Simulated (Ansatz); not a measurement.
# TiTe2: Te on a Ti site (antisite), symmetric start

Start from a 9-atom supercell of TiTe2 in the CdI2 type structure (space group P-3m1, No. 164; a = 3.697 Å, c = 6.384 Å; layered, stacked along the Cartesian z axis) at its relaxed geometry.

Perturbation: one Ti atom is replaced by Te, atoms relaxed at fixed cell.

The values are results of PBE-D3(BJ), PAW, 420 eV (Ansatz, a quantum-chemistry and plane-wave program; without spin-orbit coupling), not measurements. k-mesh 7×7×7 (Γ-centred); smearing 0.05 eV (Fermi–Dirac).

| quantity | base | changed | shift |
|---|---|---|---|
| pressure | 0.0 GPa | 5.7 GPa | +5.7 GPa |
| energy gained by relaxation | – | 0.62 eV | – |
| mean distance from the defect site to its nearest host atoms | 2.75 Å | 2.91 Å | +0.166 Å |

In so small a cell the defect repeats every few ångströms: this is an ordered compound, not a dilute defect. The defect started on the symmetric site and kept its symmetry, so it may sit on a saddle. All final runs are without spin polarisation. The defect cell is not spin-polarised.
